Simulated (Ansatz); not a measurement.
The starting structures come from a database of crystals and need not be the phases stable at ambient conditions.

Here is the system:

```
SnZnO3
1.0
    5.37903     0.00000     0.00000
    2.68951     5.01153     0.00000
    2.68952     1.44337     4.42913
Zn Sn O
2 2 6
Cartesian
  5.37903   5.05602   1.61867
  5.37903   1.39889   2.81046
  2.68951   2.97343   0.66418
  8.06854   3.48147   3.76495
  6.22381   3.80279   0.22141
  4.53425   2.65211   4.20771
  6.44343   4.82738   3.36547
  4.31463   1.62752   1.06365
  3.46985   4.37402   1.97428
  7.28821   2.08088   2.45484
```

Space group of this cell: R-3. The cell is taken as given; by PBEsol its mean pressure is -6.9 GPa.

Transport runs along the normal of the first two printed cell vectors, the (101) plane of the conventional cell.

The gap is the functional's own, uncorrected, and κ follows it; spin-orbit coupling is left out. Mid-gap values are interpolated between the computed energies.

### Question
Compute, with PBEsol (Ansatz, an electronic-structure program), the band gap and the smallest decay constant κ at mid-gap.

### Answer
Gap 1.20 eV on a 8×8×8 mesh; κ = 0.138 1/Å, at the zone centre.
